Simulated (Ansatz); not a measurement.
Functionals compared on CH3 on the 1x1 (111) surface of fcc Ni, ferromagnetic, one in a 2x2 cell, started at the site 'hollow Ni-Ni-Ni over Ni at depth 4.0 Å', in Ansatz (plane waves, PAW). The structure was relaxed with PBE; the other rows are single points on it, each with its references at the same level. Cutoff 420 eV.

Set-up: 20 atoms, 6.0 Å thick at the start under the adsorbate (thin: gaps and levels are the slab's own); mesh 7x7x1; 0.1 eV smearing; dipole correction on; 8 atoms held, the rest relaxed; held to the start's symmetry, so lower structures may exist; spin-polarised, no spin-orbit, no U, no dispersion correction. At the end it is bonded to 3 Ni. In PBE it is, or lies within 0.03 eV of, the lowest of the starts that converged. These notes are the PBE run's. Adsorption energies are against CH4(g) − ½ H2(g). A negative adsorption energy means that the adsorbate is more stable on the surface than in its reference.

| functional | adsorption energy (eV) | work function of the top face (eV) | change of the work function (eV) | magnetic moment of the cell (μB) | rough cost of the single point |
|---|---|---|---|---|---|
| PBE | 0.59 | 3.68 | -1.40 | 9.93 | – |
| RPBE | … | … | … | 10.07 | very roughly 3 core-minutes |

Q: Complete the blanks.

A: 
- RPBE, adsorption energy (eV): 0.93
- RPBE, work function of the top face (eV): 3.57
- RPBE, change of the work function (eV): -1.33

Ansatz is a program for electronic structure.
